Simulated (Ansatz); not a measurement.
Base system: Sn (space group I4_1/amd, No. 141; a = 5.947 Å, c = 3.212 Å).

All numbers come from Ansatz (an electronic-structure program) PBE, spin-orbit coupling left out, earlier PAW set.

For the base:

- Lattice parameter a: 5.947 Å
- c/a ratio: 0.540

Modification: hydrostatic tension (pressure −2 GPa).

Problem. Estimate the effect on the lattice parameter a and c/a ratio.

Solution. The lattice parameter a increases by 0.092 Å, from 5.947 Å to 6.039 Å; the c/a ratio is nearly the same (0.540 against 0.541).

Load acts through the strain it causes; cell and atoms are relaxed under it. Whether these cells are dynamically stable was not tested.
